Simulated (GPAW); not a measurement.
Worked example: relaxation of cell and atoms of TlCl (Pm-3m, 2 atoms in the cell) in GPAW.

Computed with PBE, GPAW PAW datasets PBE (gpaw-data 1.0.1) (plane waves; GPAW 25.7.0).

```yaml
crystal:
  lattice:
    - [3.84783, 0.00000, 0.00000]
    - [0.00000, 3.84783, 0.00000]
    - [0.00000, 0.00000, 3.84783]
  atoms:
    - { symbol: Tl, position: [0.00000, 0.00000, 0.00000] }
    - { symbol: Cl, position: [0.50000, 0.50000, 0.50000] }
```

Reference input (self-consistent single point, DFT PBE, plane waves, GPAW PAW datasets PBE (gpaw-data 1.0.1)): mode = pw; ecut = 600 eV; xc = PBE; kpts = 6 6 6; mesh shift (steps) = 0 0 0; occupations.name = fermi-dirac; occupations.width = 0 eV; nbands = -8; convergence.forces = 0.001 eV/Å; convergence.bands = -6; symmetry.symmorphic = false; symmetry.tolerance = 0.0005. This run's input differs from it in these lines:

```diff
@@ -1,2 +1,4 @@
 from ase import Atoms
+from ase.filters import FrechetCellFilter
+from ase.optimize import LBFGS
 from ase.units import GPa
@@ -12,3 +14,3 @@
 
-calc = GPAW(mode={'name': 'pw', 'ecut': 600},
+calc = GPAW(mode={'name': 'pw', 'ecut': 840},
             xc='PBE',
@@ -17,3 +19,3 @@
             nbands=-8,
-            convergence={'forces': 0.001, 'bands': -6},
+            convergence={'forces': 0.001, 'density': 1e-05, 'bands': -6},
             symmetry={'symmorphic': False, 'tolerance': 0.0005},
@@ -22,2 +24,10 @@
 atoms.calc = calc
+
+target = FrechetCellFilter(atoms)
+
+opt = LBFGS(target, logfile='-')
+converged = opt.run(fmax=0.05, steps=40)
+print('Relaxation converged:', converged)
+print('Cell:', atoms.cell.cellpar().round(4))
+print(atoms.get_scaled_positions().round(5))
```

Log, with long lists cut:

```
     iter     time        total  log10-change:
                         energy   eigst   dens  force
iter:   1 --:--:--    -6.608382   -0.02
iter:   2 --:--:--    -6.529567   -1.14  -1.31
iter:   3 --:--:--    -6.259800   -1.89  -1.35
iter:   4 --:--:--    -6.252972   -3.11  -1.65
iter:   5 --:--:--    -6.244331   -3.18  -1.73
iter:   6 --:--:--    -6.243823c  -4.37  -2.65
iter:   7 --:--:--    -6.245234c  -4.33  -2.71
iter:   8 --:--:--    -6.243923c  -3.97  -2.60
iter:   9 --:--:--    -6.243925c  -5.22  -3.41
iter:  10 --:--:--    -6.243927c  -6.37  -3.73
iter:  11 --:--:--    -6.243907c  -6.19  -3.69
   [... lines left out ...]
iter:  14 --:--:--    -6.243899c  -7.55c -4.22
iter:  15 --:--:--    -6.243898c  -7.29  -4.29
iter:  16 --:--:--    -6.243898c  -8.02c -4.32
iter:  17 --:--:--    -6.243899c  -8.21c -4.33
iter:  18 --:--:--    -6.243899c  -8.13c -4.41
iter:  19 --:--:--    -6.243899c  -7.39  -4.50
iter:  20 --:--:--    -6.243899c  -7.96c -4.61
iter:  21 --:--:--    -6.243899c  -8.45c -4.70
iter:  22 --:--:--    -6.243899c  -8.95c -4.75
iter:  23 --:--:--    -6.243899c  -9.39c -4.99
iter:  24 --:--:--    -6.243899c  -8.94c -5.00
iter:  25 --:--:--    -6.243899c  -9.76c -5.54c
iter:  26 --:--:--    -6.243899c -10.44c -5.65c -21.64c
Converged after 26 iterations.

Dipole moment: (-0.000004, -0.000004, -0.000004) |e|*Ang

Energy contributions relative to reference atoms: (reference = -562599.929667)

Kinetic:        +12.248599
Potential:      -12.804068
External:        +0.000000
XC:              -5.795842
Entropy (-ST):   +0.000000
Local:           +0.107413
SIC:             +0.000000
--------------------------
Free energy:     -6.243899
Extrapolated:    -6.243899

Showing only first 2 kpts
 Kpt  Band  Eigenvalues  Occupancy
  0     8      1.66819    2.00000
  0     9      1.66819    2.00000
  0    10     10.88265    0.00000
  0    11     10.88265    0.00000

  1     8      1.76816    2.00000
  1     9      1.89142    2.00000
  1    10      8.75543    0.00000
  1    11     10.57545    0.00000

Fermi level: 4.20181

Gap: 2.051 eV
Transition (v -> c):
   [... lines left out ...]
Atomic positions and initial magnetic moments
Free energy:     -6.244952
Fermi level: 4.16617
Gap: 2.060 eV
Atomic positions and initial magnetic moments
Free energy:     -6.249785
Fermi level: 3.84742
Gap: 2.135 eV
   [... lines left out ...]
    -0.000000    -0.000255     0.000000
     0.000000     0.000000    -0.000255

Forces in eV/Ang:
  0 Tl    0.00000    0.00000    0.00000
  1 Cl    0.00000    0.00000    0.00000

LBFGS:    2 --:--:--       -6.249785        0.007513
Relaxation converged: True
Cell: [ 3.8924  3.8924  3.8924 90.     90.     90.    ]
[[0.  0.  0. ]
 [0.5 0.5 0.5]]
Energy (eV): -6.249785
Stress (GPa, Voigt): [-0.0408 -0.0408 -0.0408  0.      0.     -0.    ]
```

The run converged. GPAW prints stress with tension positive. 

Summary of the result:
```
Item                                                                                                                        Result
-------------------------------------------------------  -------------------------------------------------------------------------
Free energy E − TS (from the program's reference atoms)                                                                 -6.2498 eV
Top of the valence band (on the code's own zero)                                                                           2.78 eV
Gap on the k-point mesh                                                                                                    2.14 eV
Pressure                                                                                                                  0.04 GPa
Final cell                                               a = 3.892 Å, b = 3.892 Å, c = 3.892 Å, α = 90.00°, β = 90.00°, γ = 90.00°
Final volume per atom                                                                                                     29.49 Å³
Relaxation steps                                                                                                                 2
```

The starting cell comes from a database of computed structures (which also holds hypothetical and non-ambient phases and stackings), without a prior relaxation at this level. Its lattice was rescaled by a random factor within 2.5 % of one. Spin-orbit coupling is off. The relaxation keeps the symmetry of its start, so its end need not be a minimum.

Cost on one core of a shared machine: roughly 2 min.
